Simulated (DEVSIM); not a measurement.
System: Pt/Al2O3/n-Ge capacitor, at 350 K.

```tsv
layer (left to right)	material	thickness (nm)	Nd (cm⁻³)
1	Al2O3	9.40	-
2	Ge	1200	2.6e17
```

Metal gate on the left, work function 5.6 eV. Fixed charge at the semiconductor interface 0 cm⁻² (in units of +e); no interface traps.

Constants are typed, rounded textbook-type inputs, not results; the design itself was drawn at random and stands for no fabricated device. Values at 300 K; Nc and Nv go as T^1.5, mobilities as T to minus their exponent, the gap by Varshni's rule with the affinity fixed.

| parameter | Al2O3 | Ge |
|---|---|---|
| gap (eV) | 6.8 | 0.664 |
| affinity (eV) | 1.35 | 4 |
| permittivity | 9 | 16 |
| Nc (cm⁻³) | - | 1.04e19 |
| Nv (cm⁻³) | - | 6e18 |
| Varshni α (eV/K) | - | 0.000477 |
| Varshni β (K) | - | 235 |

DEVSIM, 1D Poisson equation in equilibrium, Boltzmann statistics, complete ionisation; no quantum confinement or tunnelling. Metal contacts follow the ideal Schottky-Mott rule: no Fermi-level pinning, no interface dipoles.

**Question.** Tabulate band edges, carrier densities and field at 1.1 V on the gate.

**Answer.** Energies count from the Fermi level of the right contact; mesh points crowd at the junctions.

| x (μm) | Ec (eV) | Ev (eV) | n (cm⁻³) | p (cm⁻³) | field (V/cm) |
|---|---|---|---|---|---|
| 0.000 | 3.150 | -3.650 | < 1e2 | < 1e2 | -180000 |
| 0.001095 | 3.130 | -3.670 | < 1e2 | < 1e2 | -180000 |
| 0.002961 | 3.096 | -3.704 | < 1e2 | < 1e2 | -180000 |
| 0.005849 | 3.043 | -3.757 | < 1e2 | < 1e2 | -180000 |
| 0.008381 | 2.997 | -3.803 | < 1e2 | < 1e2 | -180000 |
| 0.009440 | 0.328 | -0.317 | 2.5e14 | 2.1e14 | -100000 |
| 0.01068 | 0.315 | -0.329 | 3.8e14 | 1.4e14 | -99000 |
| 0.01455 | 0.279 | -0.365 | 1.3e15 | 4.2e13 | -88000 |
| 0.02108 | 0.228 | -0.416 | 6.8e15 | 7.7e12 | -69000 |
| 0.03437 | 0.161 | -0.484 | 6.4e16 | 8.2e11 | -34000 |
| 0.06142 | 0.122 | -0.522 | 2.3e17 | 2.3e11 | -3500 |
| 0.1408 | 0.118 | -0.526 | 2.6e17 | 2.0e11 | ≈ 0 |
| 0.2781 | 0.118 | -0.526 | 2.6e17 | 2.0e11 | ≈ 0 |
| 0.5574 | 0.118 | -0.526 | 2.6e17 | 2.0e11 | ≈ 0 |
| 0.9526 | 0.118 | -0.526 | 2.6e17 | 2.0e11 | ≈ 0 |
| 1.084 | 0.118 | -0.526 | 2.6e17 | 2.0e11 | ≈ 0 |
| 1.148 | 0.118 | -0.526 | 2.6e17 | 2.0e11 | ≈ 0 |
| 1.180 | 0.118 | -0.526 | 2.6e17 | 2.0e11 | ≈ 0 |
| 1.198 | 0.118 | -0.526 | 2.6e17 | 2.0e11 | ≈ 0 |
| 1.204 | 0.118 | -0.526 | 2.6e17 | 2.0e11 | ≈ 0 |
| 1.208 | 0.118 | -0.526 | 2.6e17 | 2.0e11 | ≈ 0 |
| 1.209 | 0.118 | -0.526 | 2.6e17 | 2.0e11 | ≈ 0 |
